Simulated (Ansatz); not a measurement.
Start from GaAs in the zinc blende structure (space group F-43m, No. 216; a = 5.6656 Å).

The change: a hydrostatic pressure of 30 GPa.

Levels (all Ansatz, a program for electronic structure, PAW, earlier PAW set): r2SCAN (500 eV, without spin-orbit coupling); HSE06+SOC (420 eV, with spin-orbit coupling).

The geometry is relaxed with r2SCAN.

r2SCAN valence-band top at Γ: 0.00, 0.00, 0.00 eV
r2SCAN band gap: 1.23 eV

With HSE06+SOC at the same geometry, the valence-band top at Γ (three highest Kramers pairs, from the VBM) goes from 0.00, 0.00, 0.00 eV to 0.00, 0.00, -0.40 eV; the band gap increases by 0.15 eV, from 1.23 eV to 1.38 eV. The threefold valence maximum splits by Δso ≈ 0.40 eV.

Single points use the geometry relaxed with r2SCAN. Their cutoffs differ, which shifts pressures a little. The hybrid gap comes from the SCF mesh plus the semilocal run's edge points and a few special points and is an upper bound. Differences between runs with and without spin-orbit coupling are approximate. Load acts through the strain it causes; cell and atoms are relaxed under it. No phonon test of stability was made. Measured, GaAs leaves this structure (for a Cmcm phase) near 15 GPa (room temperature; as listed in arXiv:1906.07825).
